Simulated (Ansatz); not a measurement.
Given:

End structure of a constructed model of the (111) surface of fcc Al, a pseudomorphic layer of Ta in the other hollow (bottom of the slab: a bare face, its two planes held):

```xyz
7
Lattice="2.8581 0.0000 0.0000 -1.4290 2.4752 0.0000 0.0000 0.0000 30.5000" Properties=species:S:1:pos:R:3 pbc="T T T"
Al     0.0000     1.6501     8.1453
Al     1.4290     0.8251    10.4789
Al     0.0000     0.0000    12.8080
Al     0.0000     1.6501    15.1588
Al     1.4290     0.8251    17.4990
Al     0.0000     0.0000    19.8040
Ta     1.4290     0.8251    22.0811
```

Model: 7-atom slab, 14.2 Å thick at the start with caps and adatoms, 15x15x1 mesh, Fermi-Dirac 0.1 eV, dipole correction, 2 atoms held, the rest relaxed; held to the start's symmetry, so lower structures may exist; no spin, no spin-orbit, no U. In PBE it lies 0.05 eV a 1x1 cell over the lowest computed structure of the same composition (a pseudomorphic layer of Ta in the host's stacking).

**Question.** Give the work function of the top face at the level Ansatz (a first-principles code) with PBE.

**Answer.** 5.45 eV
